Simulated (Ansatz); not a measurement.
The starting structures come from a database of crystals and need not be the phases stable at ambient conditions.

 Where the default PAW files enter, the runs use the earlier of Ansatz's two default sets.

By PBEsol, the system below comes out a metal.

Consider the following.

```xyz
4
Lattice="5.2223 0.0000 0.0000 0.0000 6.9449 0.0000 0.0000 3.4725 3.4725" Properties=species:S:1:pos:R:3 pbc="T T T"
In     0.0000     3.4725     0.0000
In     0.0000     0.0000     0.0000
Bi     3.3422     5.2087     1.7362
Bi     1.8801     1.7362     1.7362
```

Space group of this cell: P4/nmm. The cell is taken as given; by PBEsol its mean pressure is -1.6 GPa.

The current flows along the normal of the first two printed cell vectors, the (110) plane of the conventional cell. No spin-orbit coupling; the value is a mean over 0.1 eV about the Fermi level.

Task: Compute, with PBEsol in Ansatz (an electronic-structure program), the ballistic conductance per area.

Result: 0.25 × 10¹⁵ S/m² for both spins.
